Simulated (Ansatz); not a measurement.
Defect: interstitial Ti in bixbyite In2O3, charge state +4. Level of theory: PBE, PAW (plane waves to 420 eV; Ansatz, a first-principles code).

Settings: 80 host sites, the relaxed PBE lattice, one k-point at (0.250, 0.250, 0.250), smearing 0.01 eV, spin-restricted, no image-charge correction. Static, classical nuclei. The charge state is imposed; whether it is stable for some Fermi level was not computed. Sites that were not tried may lie lower. The start lies 0.22 eV above the lowest site run (PBE).

Barriers: single points on a 2×2×2 k-point mesh shifted by half a step at the bands' geometries.

Relaxed starting cell (atoms counted from 1):

```yaml
crystal:
  lattice:
    - [10.28967, 0.00000, 0.00000]
    - [0.00000, 10.28967, 0.00000]
    - [0.00000, 0.00000, 10.28967]
  atoms:
    - { symbol: In, position: [0.75101, 0.24904, 0.25548] }
    - { symbol: In, position: [0.25647, 0.25606, 0.25601] }
    - { symbol: In, position: [0.25586, 0.75067, 0.24898] }
    - { symbol: In, position: [0.24943, 0.25552, 0.75058] }
    - { symbol: In, position: [0.00322, 0.25554, 0.47016] }
    - { symbol: In, position: [0.03410, 0.50332, 0.25640] }
    - { symbol: In, position: [0.46333, 0.49930, 0.74667] }
    - { symbol: In, position: [0.25685, 0.03371, 0.50326] }
    - { symbol: In, position: [0.74712, 0.46293, 0.49926] }
    - { symbol: In, position: [0.99853, 0.72097, 0.02161] }
    - { symbol: In, position: [0.02211, 0.99810, 0.72097] }
    - { symbol: In, position: [0.25594, 0.47022, 0.00277] }
    - { symbol: In, position: [0.47054, 0.00280, 0.25545] }
    - { symbol: In, position: [0.72120, 0.02161, 0.99805] }
    - { symbol: In, position: [0.50366, 0.25644, 0.03366] }
    - { symbol: In, position: [0.49970, 0.74672, 0.46284] }
    - { symbol: O, position: [0.33991, 0.62045, 0.88633] }
    - { symbol: O, position: [0.11588, 0.35718, 0.12473] }
    - { symbol: O, position: [0.92094, 0.13521, 0.11332] }
    - { symbol: O, position: [0.60617, 0.15156, 0.88072] }
    - { symbol: O, position: [0.38767, 0.34582, 0.88341] }
    - { symbol: O, position: [0.12519, 0.11550, 0.35717] }
    - { symbol: O, position: [0.88385, 0.38729, 0.34577] }
    - { symbol: O, position: [0.34399, 0.38261, 0.61017] }
    - { symbol: O, position: [0.10975, 0.15724, 0.62677] }
    - { symbol: O, position: [0.38567, 0.39340, 0.15478] }
    - { symbol: O, position: [0.61061, 0.34361, 0.38256] }
    - { symbol: O, position: [0.88679, 0.33949, 0.62043] }
    - { symbol: O, position: [0.39381, 0.15483, 0.38521] }
    - { symbol: O, position: [0.62717, 0.10939, 0.15717] }
    - { symbol: O, position: [0.38297, 0.61023, 0.34351] }
    - { symbol: O, position: [0.62084, 0.88641, 0.33942] }
    - { symbol: O, position: [0.15522, 0.38529, 0.39336] }
    - { symbol: O, position: [0.15197, 0.88080, 0.60579] }
    - { symbol: O, position: [0.11368, 0.92034, 0.13526] }
    - { symbol: O, position: [0.88117, 0.60584, 0.15150] }
    - { symbol: O, position: [0.35752, 0.12473, 0.11539] }
    - { symbol: O, position: [0.34620, 0.88346, 0.38723] }
    - { symbol: O, position: [0.13555, 0.11333, 0.92031] }
    - { symbol: O, position: [0.15762, 0.62676, 0.10934] }
    - { symbol: In, position: [0.24844, 0.74962, 0.74308] }
    - { symbol: In, position: [0.74302, 0.74261, 0.74255] }
    - { symbol: In, position: [0.74354, 0.24800, 0.74958] }
    - { symbol: In, position: [0.75000, 0.74318, 0.24794] }
    - { symbol: In, position: [0.49573, 0.74223, 0.96488] }
    - { symbol: In, position: [0.52881, 0.99582, 0.74304] }
    - { symbol: In, position: [0.97748, 0.00053, 0.27772] }
    - { symbol: In, position: [0.74352, 0.52844, 0.99577] }
    - { symbol: In, position: [0.27796, 0.97697, 0.00047] }
    - { symbol: In, position: [0.49975, 0.25193, 0.53568] }
    - { symbol: In, position: [0.53613, 0.49938, 0.25186] }
    - { symbol: In, position: [0.74263, 0.96493, 0.49531] }
    - { symbol: In, position: [0.96535, 0.49536, 0.74217] }
    - { symbol: In, position: [0.25232, 0.53575, 0.49930] }
    - { symbol: In, position: [0.99624, 0.74314, 0.52841] }
    - { symbol: In, position: [0.00100, 0.27773, 0.97698] }
    - { symbol: O, position: [0.84751, 0.11787, 0.39277] }
    - { symbol: O, position: [0.60566, 0.84381, 0.61331] }
    - { symbol: O, position: [0.38885, 0.65506, 0.61599] }
    - { symbol: O, position: [0.11266, 0.65918, 0.37817] }
    - { symbol: O, position: [0.88968, 0.84142, 0.37181] }
    - { symbol: O, position: [0.61379, 0.60525, 0.84376] }
    - { symbol: O, position: [0.37223, 0.88932, 0.84137] }
    - { symbol: O, position: [0.86371, 0.88531, 0.07816] }
    - { symbol: O, position: [0.61176, 0.65287, 0.11511] }
    - { symbol: O, position: [0.87434, 0.88320, 0.64145] }
    - { symbol: O, position: [0.07872, 0.86341, 0.88535] }
    - { symbol: O, position: [0.39318, 0.84710, 0.11779] }
    - { symbol: O, position: [0.88360, 0.64147, 0.87386] }
    - { symbol: O, position: [0.11559, 0.61138, 0.65279] }
    - { symbol: O, position: [0.88562, 0.07811, 0.86340] }
    - { symbol: O, position: [0.11828, 0.39287, 0.84706] }
    - { symbol: O, position: [0.64183, 0.87388, 0.88310] }
    - { symbol: O, position: [0.65954, 0.37822, 0.11222] }
    - { symbol: O, position: [0.61646, 0.38843, 0.65502] }
    - { symbol: O, position: [0.37861, 0.11230, 0.65909] }
    - { symbol: O, position: [0.84422, 0.61338, 0.60520] }
    - { symbol: O, position: [0.84184, 0.37179, 0.88928] }
    - { symbol: O, position: [0.65546, 0.61607, 0.38837] }
    - { symbol: O, position: [0.65326, 0.11517, 0.61133] }
    - { symbol: Ti, position: [0.99953, 0.99935, 0.99932] }
```
Cell charge +4.

End state 1 differs by these moves (Å; atoms that move under 0.08 Å are left out):

| atom | element | Δx | Δy | Δz |
|---|---|---|---|---|
| 1 | In | 0.00 | 0.08 | -0.03 |
| 5 | In | -0.02 | -0.06 | -0.07 |
| 8 | In | -0.03 | 0.03 | -0.07 |
| 10 | In | 0.16 | 0.21 | 0.29 |
| 11 | In | 0.39 | 0.18 | 0.22 |
| 13 | In | -0.08 | -0.01 | -0.05 |
| 14 | In | 0.19 | 0.30 | 0.24 |
| 18 | O | -0.03 | -0.11 | -0.05 |
| 19 | O | -0.31 | 0.26 | 0.05 |
| 20 | O | 0.09 | 0.00 | 0.05 |
| 22 | O | -0.07 | -0.05 | -0.12 |
| 25 | O | 0.09 | 0.05 | -0.13 |
| 30 | O | -0.15 | 0.10 | 0.07 |
| 35 | O | 0.05 | -0.31 | 0.23 |
| 37 | O | -0.12 | -0.06 | -0.04 |
| 39 | O | 0.25 | 0.09 | -0.29 |
| 40 | O | 0.04 | -0.13 | 0.07 |
| 42 | In | -0.35 | -0.37 | -0.36 |
| 45 | In | -0.06 | 0.00 | 0.06 |
| 46 | In | 0.05 | 0.06 | 0.06 |
| 47 | In | -0.09 | 0.02 | -0.28 |
| 48 | In | 0.07 | 0.06 | 0.06 |
| 49 | In | -0.28 | -0.08 | 0.04 |
| 52 | In | -0.01 | 0.07 | -0.06 |
| 53 | In | 0.06 | -0.06 | 0.01 |
| 55 | In | 0.06 | 0.05 | 0.04 |
| 56 | In | 0.05 | -0.26 | -0.05 |
| 61 | O | -0.03 | 0.08 | 0.16 |
| 63 | O | 0.15 | -0.02 | 0.08 |
| 64 | O | -0.16 | -0.01 | 0.16 |
| 66 | O | 0.03 | -0.14 | 0.38 |
| 67 | O | 0.11 | -0.14 | -0.03 |
| 69 | O | -0.08 | 0.43 | 0.07 |
| 71 | O | 0.01 | -0.14 | -0.09 |
| 73 | O | 0.41 | 0.05 | -0.10 |
| 74 | O | -0.04 | 0.07 | -0.03 |
| 77 | O | 0.05 | -0.08 | -0.01 |
| 78 | O | 0.08 | 0.11 | -0.02 |
| 81 | Ti | -1.42 | -1.33 | -1.47 |

Task: What is the computed forward and backward barriers to end state 1 (PBE, PAW)?

Result: forward 2.03 eV, backward 2.00 eV; at the saddle point atom 81 has neighbours 3 O at 1.81 Å. The saddle point's order was not checked, and it lies on a symmetry element of the cell, where a band can be held.
